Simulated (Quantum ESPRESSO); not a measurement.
Quantum ESPRESSO is run on Cs3ScCl6 (Fm-3m, 10 atoms in the cell), and the run fails. The aim is a self-consistent single point with DFT, LDA (PW92), plane waves, PseudoDojo standard norm-conserving (LDA) pseudopotentials.

Cell that was meant: a = 8.1776 Å, b = 8.1776 Å, c = 8.1776 Å, α = 60.00°, β = 60.00°, γ = 60.00°.

Part of the input:

```fortran
/
ATOMIC_SPECIES
Cs   132.9055  Cs.upf
Sc    44.9559  sc_pbe_v1.uspp.F.UPF
Cl    35.4500  Cl.upf
ATOMIC_POSITIONS {crystal}
Cs    0.750000000    0.750000000    0.750000000
```

Log, with long lists cut:

```
           3           0

 %%%%%%%%%%%%%%%%%%%%%%%%%%%%%%%%%%%%%%%%%%%%%%%%%%%%%%%%%%%%%%%%%%%%%%%%%%%%%%
     Error in routine set_dft_from_name (4):
      conflicting values for igcx
 %%%%%%%%%%%%%%%%%%%%%%%%%%%%%%%%%%%%%%%%%%%%%%%%%%%%%%%%%%%%%%%%%%%%%%%%%%%%%%

     stopping ...
```

**Question.** Read the log: what does the program object to, and what is the fix?

**Answer.** The fault is potentials made for another functional; here the program stops on it instead of giving results. To fix it, use potentials made for the functional of the run. The program stopped before any SCF iteration.

An input that runs soundly differs in these lines (not the only fix; some lines may just follow from the change or write a value another way):
```diff
-Sc    44.9559  sc_pbe_v1.uspp.F.UPF
+Sc    44.9559  Sc.upf
```

With that input, the run converged in 12 iterations: free energy E − TS -5927.3386 eV; top of the valence band (on the code's own zero) 0.89 eV; gap on the k-point mesh 3.93 eV; pressure -2.35 GPa; largest force (vector length) 0.250 eV/Å (DFT, LDA (PW92), plane waves, PseudoDojo standard norm-conserving (LDA) pseudopotentials).

On the sound input: the starting cell comes from a database of computed structures (which also holds hypothetical and non-ambient phases and stackings), without a prior relaxation at this level.
